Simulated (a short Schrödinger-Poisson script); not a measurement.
Stack: MOS inversion layer, HfO2 on p-type Si(100), at 400 K.

From the gate side: 6.9 nm HfO2; 580 nm Si, acceptors 2.8e17 cm⁻³.

The device is made up for the run: typed textbook-type constants, with dimensions and the other settings drawn at random. HfO2: permittivity 22, conduction-band edge (eV) 1.55, gap (eV) 5.7, electron mass (mₑ) 0.2. Si: permittivity 11.7, conduction-band edge (eV) 0, gap (eV) 1.124, Nv at 300 K (cm⁻³) 3.1e19.

Channel valleys (confinement mass, in-plane density-of-states mass, number): Δ2 0.916, 0.19, 2; Δ4 0.19, 0.417, 4. At the gate the conduction-band edge of layer 1 lies 1.69 eV − eVg above the Fermi level of the channel; the field vanishes at the back. Gaps are held at their typed values at every temperature. Mesh 0.03 nm at interfaces.

From a short Schrödinger-Poisson script (our own, NumPy): 1D Poisson equation in equilibrium, electrons quantum, Hartree (BenDaniel-Duke, 12 states a valley, the channel's in-plane mass for all, wave functions ending at the dielectric), parabolic valleys, classical holes, full ionisation, no traps, pinning or gate leakage.

```tsv
Vg (V)	electrons (cm⁻²)	C (μF/cm²)	Δ2 E0 (meV from the Fermi level)	Δ4 E0 (meV from the Fermi level)
0	2.70e9	0.183	296.5	341.7
0.05	9.69e9	0.203	251.6	297.9
0.1	3.37e10	0.282	207.8	255.3
0.15	1.06e11	0.485	167.2	216.2
0.2	2.71e11	0.806	133.2	184.2
0.25	5.49e11	1.12	107.1	160.7
0.3	9.20e11	1.35	87.2	143.8
0.35	1.36e12	1.51	71.6	131.4
0.4	1.84e12	1.63	58.8	121.9
0.45	2.36e12	1.72	48.0	114.4
0.5	2.90e12	1.78	38.7	108.3
0.55	3.46e12	1.84	30.4	103.1
0.6	4.04e12	1.89	22.9	98.7
0.65	4.63e12	1.92	16.0	94.9
0.7	5.24e12	1.96	9.6	91.4
0.75	5.85e12	1.98	3.7	88.4
0.8	6.47e12	2.01	-1.9	85.6
0.85	7.10e12	2.03	-7.2	83.0
0.9	7.74e12	2.05	-12.3	80.7
0.95	8.38e12	2.07	-17.1	78.5
1	9.03e12	2.08	-21.8	76.4
```

Q: At Vg = 1 V the lowest Δ2 subband lies at -21.8 meV from the Fermi level. How many electrons does it hold, and what share of all?

A: The two-dimensional density of states is g m/(πħ²) = 1.59e11 cm⁻² meV⁻¹ (both spins), kT = 34.5 meV, so n = D kT ln(1 + exp(−E/kT)) = 5.79e12 cm⁻², 0.64 of the 9.03e12 cm⁻² in all.

Q: Compare the slope of the sheet density between 0.9 and 1 V with the geometric capacitance of the layers between gate and channel.

A: q Δn/ΔV = 2.07 μF/cm²; ε0/Σ(t/ε) = 2.82 μF/cm². The ratio is 0.73: the channel acts as a further capacitance in series.
